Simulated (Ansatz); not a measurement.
The reference is CdS in the wurtzite structure (space group P6_3mc, No. 186; a = 4.124 Å, c = 6.708 Å). Axes: x lies along a and z along c of the hexagonal cell.

Calculations: Ansatz (an electronic-structure program) PBEsol, without spin-orbit coupling.

Strains are applied to the cell and any free atomic positions relax; under biaxial strain the out-of-plane vector relaxes too.

One change was made to it. Results:

```tsv
quantity	base	after
shortest interatomic distance	2.521 Å	2.510 Å
band gap	1.09 eV	1.07 eV
valence-band top at Γ (three highest levels, from the VBM)	0.00, 0.00, -0.05 eV	0.00, 0.00, -0.13 eV
```

Problem. Which change produced these results?
A) biaxial strain −2.40 %, plane normal [001], relaxed out of plane
B) biaxial strain −3.00 %, plane normal [001], relaxed out of plane
C) biaxial strain −1.20 %, plane normal [001], relaxed out of plane

Solution. C, biaxial strain −1.20 %, plane normal [001], relaxed out of plane. For comparison, the band gap in the other runs: biaxial strain −3.00 %, plane normal [001], relaxed out of plane gives 1.00 eV; biaxial strain −2.40 %, plane normal [001], relaxed out of plane gives 1.03 eV.

Gaps are Kohn–Sham eigenvalue differences; semilocal functionals usually give less than the measured gap. Stability against distortions was not tested.
